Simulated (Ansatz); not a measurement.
Band structure of FeO (Fm-3m, 4 atoms in the cell).

```
CELL_PARAMETERS angstrom
      4.43695     2.21848     2.21848
      2.21848     4.43695     2.21848
      2.21848     2.21848     4.43695
ATOMIC_POSITIONS crystal
  Fe 0.00000 0.00000 0.00000
  Fe 0.50000 0.50000 0.50000
  O  0.25000 0.25000 0.25000
  O  0.75000 0.75000 0.75000
```
Moments meant for the start (each program seeds them in its own way; μB, in the order of the atoms Fe Fe O O): 4.0 -4.0 0.0 0.0.

Method: PBE, PAW files (plane waves; Ansatz, a program for electronic structure).

Settings: kpoints.mp_grid.grid = 7 7 7; hamiltonian.xc = pbe; hamiltonian.pseudopotentials = {kind: paw} (the program's default PAW files); magnetization.spin_polarized = true; scf.occupations.method = fermi_dirac; scf.occupations.width = 0.01 eV; kpoints.band_path.path = [[0.0, 0.0, 0.0], [0.5, 0.0, 0.0], [0.5, 0.18749999, -0.18749999]]; kpoints.band_path.npoints = 8.

The starting cell has typed, rounded lattice constants, without a prior relaxation at this level. Its lattice was rescaled by a random factor within 2.5 % of one. The magnetic order is the one reached from the typed start; others were not searched systematically. The program warned that, by what it read of turns of the moments, another magnetic order lies lower.

Levels in eV from the Fermi level, bands 19 to 26 of the first spin channel:
```json
[
 {"point": "Γ", "19": "-3.19", "20": "-2.17", "21": "-2.17", "22": "-0.13", "23": "-0.13", "24": "-0.08", "25": "0.28", "26": "1.74"},
 {"point": "L", "19": "-2.55", "20": "-1.74", "21": "-1.49", "22": "-0.60", "23": "0.50", "24": "0.75", "25": "1.47", "26": "1.54"},
 {"point": "B1", "19": "-2.66", "20": "-1.84", "21": "-1.65", "22": "0.16", "23": "0.27", "24": "0.51", "25": "1.53", "26": "1.60"}
]
```

Bands cross the Fermi level along this path, so the cell is metallic at this level.

The net moment of the cell came out as 0.00 μB.

Keys are those of Ansatz 0.2.
